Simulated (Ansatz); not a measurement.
# BN: stress against strain

BN (layered hexagonal, P6_3/mmc, 8.997 Å³/atom at rest, c along z) under a strain ε along c (axis z), the other axes held. PBE-D3(BJ) in Ansatz, a plane-wave DFT program (PAW, default set), 420 eV, 15×15×5 Γ-centred mesh, Fermi-Dirac smearing 0.05 eV; ions are relaxed within the symmetry of each cell. Stress is positive for a compressed cell.

Here s stands for strain and y for stress zz.

```
strain (%)  stress zz (GPa)
----------  ---------------
-1.20                  0.37
-0.60                  0.17
0.00                  -0.01
0.60                  -0.17
1.20                  -0.33
3.00                      ?
```

Question: Fit y against s with a straight line, and predict the withheld value at s = 3.00.

Answer: Means: s 0, y 0.006. About the means, the sum of products is -1.0440 and the sum of squares of s is 3.6000; the slope is their ratio. Least squares gives y = 0.006 - 0.2900·s. Residuals (row less fit): 0.016, -0.010, -0.016, -0.002, 0.012; standard error 0.016 (degrees of freedom: 3). The slope gives the elastic constant C33 = 29 ± 0.8 GPa. At the withheld row, y = 0.006 - 0.2900 × 3.0 = -0.864 GPa. The calculation gives -0.72 GPa, 0.144 GPa above the prediction (13.2 % of the range of y in the table). The row lies outside the fitted rows, so this is an extrapolation. From the scatter of the fitted rows alone, a prediction at this place has a standard error of 0.031 GPa, so the miss is 4.6 times that.

One order more, fitted to all 11 runs of the series, follows each within 0.01, so the miss is the next term of a smooth law. Rows are the converged runs of the series near zero and its far end; series whose fitted rows scatter by over a few per cent of the range, as at a crossing or softening among them, aren't shown in this form. Most that stay on the fit to the last digits aren't either.
